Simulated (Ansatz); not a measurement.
Base system: MoSe$_{2}$ in the 2H-MoS2 type structure (space group P6_3/mmc, No. 194; a = 3.277 Å, c = 12.731 Å; layered, stacked along the Cartesian z axis). Axes: x lies along a and z along c of the hexagonal cell.

The values are results of PBE-D3(BJ) in Ansatz (plane waves to 420 eV, PAW, no spin-orbit coupling), earlier PAW set, not measurements.

Base values:

| Property | Value |
|---|---|
| Band gap | 0.74 eV |

Perturbation: biaxial strain +2.08 %, plane normal [001], relaxed out of plane (Cartesian); in-plane vectors clamped, the third vector and the atoms free.

Q: Estimate the effect on the in-plane stress and band gap.

A: The mean in-plane stress (compression positive) amounts to -4.3 GPa; the band gap shrinks by 0.048 eV (0.74 eV → 0.70 eV).

Stability against distortions was not tested.

Ansatz is an electronic-structure program.
